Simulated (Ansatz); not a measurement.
SiO2 (space group P3_121, No. 152)

```
CELL_PARAMETERS angstrom
      4.94935     0.00000     0.00000
     -2.47468     4.28627     0.00000
      0.00000     0.00000     5.44191
ATOMIC_POSITIONS crystal
  Si 0.47048 0.00000 0.83333
  Si 0.00000 0.47048 0.16667
  Si 0.52952 0.52952 0.50000
  O  0.41256 0.26669 0.71428
  O  0.73331 0.14588 0.04761
  O  0.85412 0.58744 0.38094
  O  0.14588 0.73331 0.95239
  O  0.26669 0.41256 0.28572
  O  0.58744 0.85412 0.61906
```

Calculations: PBEsol/PAW in Ansatz (a first-principles code), no spin-orbit coupling. Γ-centred 8×8×6 mesh, Fermi–Dirac width 0.05 eV.

| Quantity | Result |
|---|---|
| Volume per atom | 12.83 Å³ |
| Density | 2.59 g/cm³ |
| Band gap | 5.72 eV, indirect, K → Γ |
| Electron mass | 0.50 mₑ |
| Lowest conduction-band minima above the VBM | Γ 5.72 eV |
| Total energy | -582.205 eV/atom (σ→0; compares only within this code and set-up) |

Masses are band curvatures over ±0.01 Å⁻¹ around the edge. Whether these cells are dynamically stable was not tested.
